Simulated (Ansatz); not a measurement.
Here is the system:

End structure of a constructed model of the (111) surface of germanium, 2x2 Ge adatom at T1 (bottom of the slab: 4 H on 4 bottom sites):

```yaml
crystal:
  lattice:
    - [8.14587, 0.00000, 0.00000]
    - [-4.07294, 7.05453, 0.00000]
    - [0.00000, 0.00000, 31.00000]
  atoms:
    - { symbol: Ge, position: [0.00000, 0.00000, 0.31068] }
    - { symbol: Ge, position: [0.50000, 0.00000, 0.31068] }
    - { symbol: Ge, position: [0.00000, 0.50000, 0.31068] }
    - { symbol: Ge, position: [0.50000, 0.50000, 0.31068] }
    - { symbol: Ge, position: [0.16667, 0.33333, 0.33750] }
    - { symbol: Ge, position: [0.66667, 0.33333, 0.33750] }
    - { symbol: Ge, position: [0.16667, 0.83333, 0.33750] }
    - { symbol: Ge, position: [0.66667, 0.83333, 0.33750] }
    - { symbol: Ge, position: [0.16667, 0.33333, 0.41742] }
    - { symbol: Ge, position: [0.66636, 0.33271, 0.41748] }
    - { symbol: Ge, position: [0.16729, 0.83364, 0.41748] }
    - { symbol: Ge, position: [0.66636, 0.83364, 0.41748] }
    - { symbol: Ge, position: [0.33316, 0.16684, 0.44464] }
    - { symbol: Ge, position: [0.83367, 0.16684, 0.44464] }
    - { symbol: Ge, position: [0.33316, 0.66633, 0.44464] }
    - { symbol: Ge, position: [0.83333, 0.66667, 0.44385] }
    - { symbol: Ge, position: [0.33346, 0.16654, 0.52518] }
    - { symbol: Ge, position: [0.83309, 0.16654, 0.52518] }
    - { symbol: Ge, position: [0.33346, 0.66691, 0.52518] }
    - { symbol: Ge, position: [0.83333, 0.66667, 0.52449] }
    - { symbol: Ge, position: [0.99914, 0.99828, 0.55165] }
    - { symbol: Ge, position: [0.50000, 0.00000, 0.55231] }
    - { symbol: Ge, position: [0.99914, 0.50086, 0.55165] }
    - { symbol: Ge, position: [0.50172, 0.50086, 0.55165] }
    - { symbol: Ge, position: [0.99234, 0.98469, 0.63293] }
    - { symbol: Ge, position: [0.50000, 0.00000, 0.63324] }
    - { symbol: Ge, position: [0.99234, 0.50766, 0.63293] }
    - { symbol: Ge, position: [0.51531, 0.50766, 0.63293] }
    - { symbol: Ge, position: [0.16667, 0.33333, 0.65237] }
    - { symbol: Ge, position: [0.66388, 0.32777, 0.66404] }
    - { symbol: Ge, position: [0.17223, 0.83612, 0.66404] }
    - { symbol: Ge, position: [0.66388, 0.83612, 0.66404] }
    - { symbol: H, position: [0.99984, 0.99969, 0.26039] }
    - { symbol: H, position: [0.50000, 0.00000, 0.26040] }
    - { symbol: H, position: [0.99984, 0.50016, 0.26039] }
    - { symbol: H, position: [0.50031, 0.50016, 0.26039] }
    - { symbol: Ge, position: [0.16667, 0.33333, 0.72939] }
```

Slab: 37 atoms, 14.9 Å thick at the start with caps and adatoms; k 4x4x1, smearing 0.025 eV, dipole-corrected; single point; on the structure that PBE left under its start's symmetry; no spin (in PBE a spin-polarised start ends no clearly lower), no spin-orbit, no U. The slab shows no gap on its mesh. In PBE it lies 0.52 eV a 1x1 cell over the lowest computed structure of the same composition (2x2 Ge adatom at T4).

Q: What is the computed work function of the top face (r2SCAN, at the PBE geometry (Ansatz, a program for electronic structure))?

A: 4.69 eV
